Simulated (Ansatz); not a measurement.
We consider zinc-blende BeS, described by PBEsol in Ansatz (plane waves, PAW).

Run with plane-wave cutoff 520 eV, 12×12×12 k mesh, Fermi–Dirac smearing 0.01 eV, scalar-relativistic PAW data made under PBE.

Response to compression and expansion:

```
V (Å³/atom)  P (GPa)  direct gap at Γ (eV)  smallest gap on the k mesh (eV)
-----------  -------  --------------------  -------------------------------
13.303          6.78                 5.538                            2.758
13.586          4.30                 5.554                            2.811
13.869          2.06                 5.567                            2.861
14.152          0.01                 5.579                            2.908
14.436         -1.84                 5.588                            2.952
14.719         -3.53                 5.445                            2.994
15.002         -5.06                 5.291                            3.033
```

The fundamental gap (2.91 eV at the equilibrium volume, with added k points) lies elsewhere than Γ–Γ.

Ansatz is a first-principles code.
